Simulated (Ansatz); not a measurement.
Take CaO in the rock salt structure (space group Fm-3m, No. 225; a = 4.795 Å) as the base. Axes: x, y, z lie along the cube axes.

Calculations: r2SCAN/PAW in Ansatz (a first-principles code), spin-orbit coupling left out.

Free-standing slabs (2 atom(s) a layer) normal to the z axis with 15 Å of vacuum; in-plane cell held at bulk.

One change was made to it. Results:

| quantity | base | after |
|---|---|---|
| valence-band top at Γ (three highest levels, from the VBM) | 0.00, 0.00, 0.00 eV | 0.00, 0.00, -0.27 eV |
| shortest interatomic distance | 239.7 pm | 229.9 pm |
| band gap | 4.20 eV | 3.11 eV |

Q: Which of these changes matches the shifts?
A. 6 layers
B. 7 layers
C. 1 layer
D. 2 layers
E. 3 layers

A: D, 2 layers. For comparison, the band gap in the other runs: 7 layers gives 3.48 eV; 3 layers gives 3.34 eV; 6 layers gives 3.47 eV; 1 layer gives 2.66 eV.

Whether these cells are dynamically stable was not tested.
